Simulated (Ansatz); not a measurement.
For CdTe (model structure, started from the GeS type, Fm-3m, No. 225, 8 atoms in the cell; like a known high-pressure phase), LDA (PAW; Ansatz, an electronic-structure program) gives:

bulk modulus B0: 62.3 GPa
cohesive energy: 2.66 eV/atom

**Question.** What does PBEsol in Ansatz (PAW) give for the same quantities?

**Answer.** 
- bulk modulus: 56.2 GPa (decreases by 9.8 %)
- cohesive energy: 2.27 eV/atom (drops by 0.39 eV/atom)

Changes are worked out from the printed values.

Unless a cell is named, each level is at its own relaxed cell (LDA 26.08, PBEsol 26.98 Å³/atom).

Levels without +SOC leave out spin–orbit coupling, which shifts energies and cells of such heavy elements.

Caveats: the bulk modulus is −V dP/dV from two relaxed cells at ±2 % in volume (LDA, PBEsol). Ansatz's density-functional and Hartree–Fock values are scalar-relativistic unless marked +SOC, with PAW data made under PBE.

A model structure was made by putting elements into a prototype or built by hand; it is no filed structure, need not be a known phase, and can be a saddle point held by its symmetry.
